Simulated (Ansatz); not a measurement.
# TiO2 under a change: biaxial strain −0.37 %, plane normal [001], relaxed out of plane

Base system: TiO₂ (space group Pbcn, No. 60; a = 4.5384 Å, b = 5.4951 Å, c = 4.8792 Å; a cell from a computed database, its experimental status unchecked). Axes: x, y, z lie along a, b, c of the conventional cell.

One thing is altered: biaxial strain −0.37 %, plane normal [001], relaxed out of plane (Cartesian); in-plane vectors clamped, the third vector and the atoms free.

All numbers come from PBEsol/PAW in Ansatz (a quantum-chemistry and plane-wave program), no SOC, earlier PAW set. Settings: 6×5×6 k-points, 0.05 eV Fermi–Dirac smearing.

The volume per atom shrinks by 0.04 Å³ (10.14 Å³ → 10.10 Å³) and the space group stays Pbcn (No. 60). The shortest interatomic distance stays 1.867 Å and the pressure (mean of the normal stresses, compression positive) goes from zero to 0.89 GPa. The band gap stays essentially unchanged (2.66 eV against 2.65 eV) (an upper bound: an edge found on the path is not a true extremum; both cells) and the out-of-plane strain comes out as +0.32 %. The mean in-plane stress (compression positive) is +1.3 GPa.

Final structure (turned so that z lies along the plane normal):

```
CELL_PARAMETERS angstrom
      4.52156     0.00000     0.00000
      0.00000     5.47474     0.00000
      0.00000     0.00000     4.89484
ATOMIC_POSITIONS crystal
  Ti 0.50000 0.67422 0.75000
  Ti 0.50000 0.32578 0.25000
  Ti 0.00000 0.82578 0.25000
  Ti 0.00000 0.17422 0.75000
  O  0.72851 0.61814 0.08094
  O  0.27149 0.38186 0.91906
  O  0.77149 0.88186 0.58094
  O  0.22851 0.11814 0.41906
  O  0.22851 0.88186 0.91906
  O  0.77149 0.11814 0.08094
  O  0.27149 0.61814 0.41906
  O  0.72851 0.38186 0.58094
```

Cost of the whole job for the changed cell (relaxation, final SCF and bands): roughly 2.2 core-minutes.

Stability against distortions was not tested. The final runs are not spin-polarised. This is not the structure that TiO2 has at room temperature and ambient pressure.
